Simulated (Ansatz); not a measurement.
The parent structure is CsSnI$_{3}$ in the cubic perovskite structure (space group Pm-3m, No. 221).

```
CsSnI3
1.0
    6.13052     0.00000     0.00000
    0.00000     6.13052     0.00000
    0.00000     0.00000     6.13052
Cs Sn I
1 1 3
Cartesian
  0.00000   0.00000   0.00000
  3.06526   3.06526   3.06526
  3.06526   0.00000   3.06526
  0.00000   3.06526   3.06526
  3.06526   3.06526   0.00000
```

Cartesian axes are those of the cell as printed.

The values are results of PBEsol (Ansatz, an electronic-structure program), without spin-orbit coupling, not measurements.

For the base:

| Property | Value |
|---|---|
| Volume per atom | 46.08 Å³ |
| Valley order | R along ⟨111⟩ 0.10 eV |

Perturbation: tensile biaxial strain of 2.50 % in the plane normal to [111], as in epitaxy on a mismatched substrate; the out-of-plane cell vector and the atoms relax.

Problem. What happens to the volume per atom?

Solution. The volume per atom grows by 0.86 Å³ (46.08 Å³ → 46.94 Å³).

Problem. What does the calculation give for the energy relative to the base after the change?

Solution. The energy rises by 3.5 meV/atom.

Problem. What does the calculation give for the valley order after the change?

Solution. The valley order (the lowest conduction-band minima on the path, energy above the VBM, named in the base's zone) goes from R along ⟨111⟩ 0.10 eV to R along [111] 0.12 eV; M along [110] 0.64 eV.

Spin-orbit coupling, missing from the scalar runs, can matter with I. The levels and masses belong to the bands next to the band gap. No phonon test of stability was made. Many cubic perovskites are stable only at high temperature; tilts and polar distortions were not tested.
